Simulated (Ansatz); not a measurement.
The starting structures come from a database of crystals and need not be the phases stable at ambient conditions.

By PBEsol, the system below comes out a metal.

The ballistic (Sharvin) conductance counts the channels at the Fermi level: G/A = (e²/h) × channels of both spins per area.

Input:

```
Ge
1.0
    2.84161     0.00000     0.00000
   -1.42080     2.46091     0.00000
    0.00000     0.00000     5.32406
Ge
2
Cartesian
  1.42080   0.00000   1.33102
  0.00000   2.46091   3.99305
```

Space group of this cell: P6/mmm. The cell was relaxed by PBE-D3(BJ); by PBEsol its mean pressure is -1.0 GPa.

The current flows along the normal of the first two printed cell vectors, the (001) plane of the conventional cell. No spin-orbit coupling; the value is a mean over 0.1 eV about the Fermi level.

**Question.** Compute, with PBEsol (Ansatz, a program for electronic structure), the ballistic conductance per area.

**Answer.** 1.2 × 10¹⁵ S/m² for both spins.
